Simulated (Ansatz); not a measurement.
## MoS2, response to strain

Start from MoS2 in the 3R-MoS2 type structure (space group R3m, No. 160; layered, stacked along the Cartesian z axis).

```
CELL_PARAMETERS angstrom
      1.55787     0.89944     5.78587
     -1.55787     0.89944     5.78587
      0.00000    -1.79888     5.78587
ATOMIC_POSITIONS crystal
  Mo 0.00004 0.00004 0.00004
  S  0.75646 0.75646 0.75646
  S  0.57680 0.57680 0.57680
```

Cartesian axes are those of the cell as printed.

Strains are applied to the cell and any free atomic positions relax; under biaxial strain the out-of-plane vector relaxes too.

Level of theory: PBEsol-D3(BJ) (Ansatz, a quantum-chemistry and plane-wave program; PAW; 420 eV plane waves; no spin-orbit coupling), earlier PAW set.

Candidates:
(a) uniaxial strain ε_zz = +5.87 %
(b) biaxial strain −3.27 %, plane normal [001], relaxed out of plane
(c) biaxial strain −4.68 %, plane normal [001], relaxed out of plane

Before the change:

- Band gap: 0.50 eV

Problem. Order them by band gap, lowest first.

Solution. (b) biaxial strain −3.27 %, plane normal [001], relaxed out of plane (0.61 eV), (c) biaxial strain −4.68 %, plane normal [001], relaxed out of plane (0.68 eV), (a) uniaxial strain ε_zz = +5.87 % (0.86 eV)

No phonon test of stability was made.
